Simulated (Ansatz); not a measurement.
Base system: MoTe₂ in the 2H-MoS2 type structure (space group P6_3/mmc, No. 194; a = 3.497 Å, c = 13.697 Å; layered, stacked along the Cartesian z axis).

It is then changed as follows: the cell is scaled by 1.0022 in all directions; the atoms relax in the strained cell.

Levels (all Ansatz, a quantum-chemistry and plane-wave program, PAW, earlier PAW set): PBE-D3(BJ) (420 eV, scalar-relativistic without spin-orbit coupling); PBE+SOC (420 eV, noncollinear with spin-orbit coupling).

The geometry is relaxed with PBE-D3(BJ).

| Item | Value |
|---|---|
| PBE-D3(BJ) smallest direct gap | 1.06 eV |
| PBE-D3(BJ) valence-band top at Γ | 0.00, -0.19, -1.02 eV |
| PBE-D3(BJ) band gap | 0.61 eV |

### Question
How does going to PBE+SOC change the smallest direct gap, valence-band top at Γ and band gap?

### Answer
The smallest direct gap falls by 0.08 eV, from 1.06 eV to 0.98 eV; the valence-band top at Γ (three highest Kramers pairs, from the VBM) becomes 0.00, -0.25, -0.92 eV (PBE-D3(BJ): 0.00, -0.19, -1.02 eV); the band gap drops by 0.01 eV to 0.60 eV.

Single points use the geometry relaxed with PBE-D3(BJ). The spin-orbit shifts are approximate. Spin-orbit coupling, missing from the scalar runs, can matter with Te. Whether these cells are dynamically stable was not tested. The program warned that a D3 coordination switch lies within reach, so dispersion energies are less smooth here.
